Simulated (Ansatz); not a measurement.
System: antifluorite Be₂C. Method: PBE (Ansatz, a first-principles code, PAW).

Run with plane-wave cutoff 520 eV, 14×14×14 k mesh, perturbation theory, scalar-relativistic PAW data made under PBE.

Computed at the level's own relaxed cell.

Harmonic phonon frequencies (cm⁻¹; i marks an imaginary mode; at Γ without the LO shift):

```
q point                          frequencies
-------  -----------------------------------
Γ              0 0 0 634 634 634 696 696 696
X        399 399 416 605 605 723 723 772 956
L        419 419 601 601 622 662 662 790 797
```

No imaginary mode appears at these points.
